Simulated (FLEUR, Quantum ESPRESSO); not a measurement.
A FLEUR input for a self-consistent single point of YbGe2Ru2 (I4/mmm, 5 atoms in the cell) (DFT, LDA (Perdew-Zunger), all-electron FLAPW (FLEUR), scalar-relativistic valence):

Input of the input generator:

```
Yb(GeRu)2
&input film=f /
-2.1384850000 2.1384850000 4.9612400000
2.1384850000 -2.1384850000 4.9612400000
2.1384850000 2.1384850000 -4.9612400000
1.8897261246
1.0 1.0 1.0

5
70 0.0000000000 0.0000000000 0.0000000000
32 0.6311300000 0.6311300000 0.0000000000
32 0.3688700000 0.3688700000 0.0000000000
44 0.2500000000 0.7500000000 0.5000000000
44 0.7500000000 0.2500000000 0.5000000000

&comp jspins=1 /
&exco xctyp='pz' /
&kpt div1=6 div2=6 div3=6 gamma=t /
&end /
```

```xml
<?xml version="1.0" encoding="UTF-8" standalone="no"?>
<fleurInput fleurInputVersion="0.39">
   <comment>
      Yb(GeRu)2                                                                                           
   </comment>
   <calculationSetup>
      <cutoffs Kmax="3.8" Gmax="11.4" GmaxXC="11.4" numbands="0"/>
      <scfLoop itmax="60" minDistance="0.00001" maxIterBroyd="15" imix="Anderson" alpha="0.05" precondParam="0.0" spinf="2.0"/>
      <coreElectrons ctail="T" frcor="F" kcrel="0" coretail_lmax="0"/>
      <xcFunctional name="pz" relativisticCorrections="F"/>
      <magnetism jspins="1"/>
      <soc l_soc="F" theta="0.0" phi="0.0" spav="F"/>
      <expertModes spex="0" secvar="F"/>
      <geometryOptimization l_f="T" forcealpha="1.0" forcemix="BFGS" epsdisp="0.00001" epsforce="0.00001"/>
      <ldaU l_linMix="F" mixParam="0.05" spinf="1.0"/>
   </calculationSetup>
   <cell>
      <bzIntegration valenceElectrons="80.0" mode="gauss" fermiSmearingEnergy="0.00367493">
         <kPointListSelection listName="default-1"/>
         <!-- k-points included here -->
         <xi:include xmlns:xi="http://www.w3.org/2001/XInclude" href="kpts.xml"> </xi:include>
      </bzIntegration>
      <!-- symmetry operations included here -->
      <xi:include xmlns:xi="http://www.w3.org/2001/XInclude" href="sym.xml"> </xi:include>
      <bulkLattice scale="1.0">
         <bravaisMatrix>
            <row-1>   -4.0411509715652310     4.0411509715652310     9.3753848384105041</row-1>
            <row-2>    4.0411509715652310    -4.0411509715652310     9.3753848384105041</row-2>
            <row-3>    4.0411509715652310     4.0411509715652310    -9.3753848384105041</row-3>
         </bravaisMatrix>
      </bulkLattice>
   </cell>
   <atomSpecies>
      <species name="Ytterbium (Yb)" element="Yb" atomicNumber="70">
         <mtSphere radius="2.68" gridPoints="925" logIncrement="0.014"/>
         <atomicCutoffs lmax="10" lnonsphr="8"/>
         <electronConfig flipSpins="F">
            <coreConfig>(1s1/2) (2s1/2) (2p1/2) (2p3/2) (3s1/2) (3p1/2) (3p3/2) (4s1/2) (3d3/2) (3d5/2) (4p1/2) (4p3/2) (4d3/2) (4d5/2)</coreConfig>
            <valenceConfig>(5s1/2) (5p1/2) (5p3/2) (6s1/2) (4f5/2) (4f7/2)</valenceConfig>
         </electronConfig>
         <energyParameters s="6" p="6" d="5" f="4"/>
         <lo type="SCLO" l="0" n="5" eDeriv="0"/>
         <lo type="SCLO" l="1" n="5" eDeriv="0"/>
      </species>
      <species name="Germanium (Ge)" element="Ge" atomicNumber="32">
         <mtSphere radius="2.16" gridPoints="745" logIncrement="0.017"/>
         <atomicCutoffs lmax="8" lnonsphr="6"/>
         <electronConfig flipSpins="F">
            <coreConfig>(1s1/2) (2s1/2) (2p1/2) (2p3/2) (3s1/2) (3p1/2) (3p3/2)</coreConfig>
            <valenceConfig>(4s1/2) (3d3/2) (3d5/2) (4p1/2) (4p3/2)</valenceConfig>
            <stateOccupation state="(4p1/2)" spinUp="0.3333333333333" spinDown="0.3333333333333"/>
            <stateOccupation state="(4p3/2)" spinUp="0.6666666666667" spinDown="0.6666666666667"/>
         </electronConfig>
         <energyParameters s="4" p="4" d="3" f="4"/>
      </species>
      <species name="Ruthenium (Ru)" element="Ru" atomicNumber="44">
         <mtSphere radius="2.16" gridPoints="745" logIncrement="0.017"/>
         <atomicCutoffs lmax="8" lnonsphr="6"/>
         <electronConfig flipSpins="F">
            <coreConfig>(1s1/2) (2s1/2) (2p1/2) (2p3/2) (3s1/2) (3p1/2) (3p3/2) (4s1/2) (3d3/2) (3d5/2)</coreConfig>
            <valenceConfig>(4p1/2) (4p3/2) (5s1/2) (4d3/2) (4d5/2)</valenceConfig>
            <stateOccupation state="(5s1/2)" spinUp="0.5" spinDown="0.5"/>
            <stateOccupation state="(4d3/2)" spinUp="1.4" spinDown="1.4"/>
            <stateOccupation state="(4d5/2)" spinUp="2.1" spinDown="2.1"/>
         </electronConfig>
         <energyParameters s="5" p="5" d="4" f="4"/>
         <lo type="SCLO" l="1" n="4" eDeriv="0"/>
      </species>
   </atomSpecies>
   <atomGroups>
      <atomGroup species="Ytterbium (Yb)">
         <relPos label="                   1">.0000000000 .0000000000 .0000000000</relPos>
         <force calculate="T" relaxXYZ="TTT"/>
      </atomGroup>
      <atomGroup species="Germanium (Ge)">
         <relPos label="                   2">-.3688700000 -.3688700000 .0000000000</relPos>
         <relPos label="                   3">.3688700000 .3688700000 .0000000000</relPos>
         <force calculate="T" relaxXYZ="TTT"/>
      </atomGroup>
      <atomGroup species="Ruthenium (Ru)">
         <relPos label="                   4">1.000/4.000 -1.000/4.000 1.000/2.000</relPos>
         <relPos label="                   5">-1.000/4.000 1.000/4.000 1.000/2.000</relPos>
         <force calculate="T" relaxXYZ="TTT"/>
      </atomGroup>
   </atomGroups>
   <output dos="F" band="F" slice="F">
      <checks vchk="F" cdinf="F"/>
      <bandDOS minEnergy="-.5*Htr" maxEnergy="0.5*Htr" sigma="0.015" storeEVData="T"/>
      <vacuumDOS vacdos="F" integ="F" star="F" nstars="0" locx1="0.0" locy1="0.0" locx2="0.0" locy2="0.0" nstm="0" tworkf="0.0"/>
      <unfoldingBand unfoldBand="F" supercellX="1" supercellY="1" supercellZ="1"/>
      <plotting iplot="0" polar="F">
         <plot TwoD="T" vec1="  1.0  0.0  0.0" vec2="  0.0  1.0  0.0" vec3="  0.0  0.0  1.0" zero="  0.0  0.0  0.0" file="plot"/>
      </plotting>
      <chargeDensitySlicing numkpt="0" minEigenval="0.0" maxEigenval="0.0" nnne="0" pallst="F"/>
      <specialOutput eonly="F"/>
      <magneticCircularDichroism mcd="F" energyLo="-10.0" energyUp="0.0"/>
   </output>
  <!-- We include the file relax.xml here to enable relaxations (see documentation) -->
  <xi:include xmlns:xi="http://www.w3.org/2001/XInclude" href="relax.xml"> <xi:fallback/> </xi:include>
</fleurInput>
```

Q: Translate this input to Quantum ESPRESSO.

A: One input that does it (others would too):

```fortran
&control
   calculation = 'scf'
   prefix = 'scf'
   outdir = './tmp'
   pseudo_dir = './'
   tprnfor = .true.
   tstress = .true.
/
&system
   ibrav = 0
   nat = 5
   ntyp = 3
   ecutwfc = 60
   ecutrho = 480
   occupations = 'smearing'
   smearing = 'gauss'
   degauss = 0.0073499
   input_dft = 'pz'
/
&electrons
   conv_thr = 1.0d-10
   mixing_beta = 0.4
/
ATOMIC_SPECIES
Yb   173.0540  Yb.GGA-PBE-paw-v1.0.UPF
Ge    72.6300  ge_pbe_v1.4.uspp.F.UPF
Ru   101.0700  Ru_ONCV_PBE-1.0.oncvpsp.upf
ATOMIC_POSITIONS angstrom
Yb    0.0000000000    0.0000000000    0.0000000000
Ge    0.0000000000    0.0000000000    6.2623748024
Ge    0.0000000000    0.0000000000    3.6601051976
Ru    2.1384850000    0.0000000000    2.4806200000
Ru    0.0000000000    2.1384850000    2.4806200000
K_POINTS automatic
6 6 6  0 0 0
CELL_PARAMETERS angstrom
  -2.1384850000     2.1384850000     4.9612400000
   2.1384850000    -2.1384850000     4.9612400000
   2.1384850000     2.1384850000    -4.9612400000
```

Basis settings and potentials, where a program has them, do not carry over. This input uses DFT, LDA (PZ), plane waves, SSSP 1.1.2 efficiency (PBE) pseudopotentials. LDA parametrisations can differ slightly between programs.

The starting cell comes from a database of computed structures (which also holds hypothetical and non-ambient phases and stackings), without a prior relaxation at this level.
